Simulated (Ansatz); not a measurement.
Start from HfO$_{2}$ in the fluorite structure (space group Fm-3m, No. 225; a = 5.059 Å).

Method: r2SCAN in Ansatz (plane waves to 500 eV, PAW, no spin-orbit coupling), earlier PAW set.

Base values:

The lattice parameter a is 5.059 Å and the hole mass is 0.28 mₑ along k, 2.9 mₑ across (at X). The band gap is 4.30 eV.

One thing is altered: hydrostatic tension (pressure −2 GPa).

Question: How does this affect the lattice parameter a?

Answer: The lattice parameter a goes up by 0.013 Å (5.059 Å → 5.072 Å).

Question: How does this affect the hole mass?

Answer: The hole mass is still 0.28 mₑ along k, 2.9 mₑ across (at X).

Question: What happens to the band gap?

Answer: The band gap decreases by 0.02 eV to 4.28 eV.

Spin-orbit coupling, missing from the scalar runs, can matter with Hf. Load acts through the strain it causes; cell and atoms are relaxed under it. Masses are band curvatures over ±0.01 Å⁻¹ around the edge. Along k means along the line from Γ to the band edge. Stability against distortions was not tested. This is not the structure that HfO2 has at room temperature and ambient pressure.

Ansatz is a quantum-chemistry and plane-wave program.
